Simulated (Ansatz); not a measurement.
# SnO2 under a change: tensor shear ε_xz = +0.33 %

The reference is SnO2 in the rutile structure (space group P4_2/mnm, No. 136; a = 4.7692 Å, c = 3.2120 Å). Axes: x, y, z lie along a, b, c of the conventional cell.

The change: a pure shear with ε_xz = ε_zx = 0.0033; the atoms relax in the strained cell.

Level of theory: PBEsol, PAW, 420 eV (Ansatz, a quantum-chemistry and plane-wave program; no spin-orbit coupling). k-mesh 7×7×10 (Γ-centred); smearing 0.05 eV (Fermi–Dirac).

* **Space group**: P2_1/c (No. 14) (base P4_2/mnm (No. 136))
* **Shortest interatomic distance**: 2.066 Å (base 2.066 Å)
* **Energy relative to the base (free energy F)**: +0.1 meV/atom
* **Band gap**: 0.92 eV (base 0.92 eV)
* **Gap character**: direct at Γ (base direct at Γ)
* **Electron mass**: 0.17 mₑ along z, 0.19 mₑ across (at Γ) (base 0.17 mₑ along c, 0.19 mₑ across (at Γ))
* **Hole mass**: 1.7 mₑ along z, 1.3 mₑ across (at Γ) (base 1.7 mₑ along c, 1.3 mₑ across (at Γ))
* **Valence-band top at Γ (three highest levels, from the VBM)**: 0.00, -0.77, -0.77 eV (base 0.00, -0.77, -0.77 eV)
* **Stress (xx, yy, zz, yz, xz, xy; compression positive)**: (0.01, 0.01, 0.00, 0.00, -0.59, 0.00) GPa

Cost of the whole job for the changed cell (relaxation, final SCF and bands): around 70 core-seconds (rough).

Masses are band curvatures over ±0.01 Å⁻¹ around the edge. Whether these cells are dynamically stable was not tested. k-point labels follow each cell's own Brillouin zone.
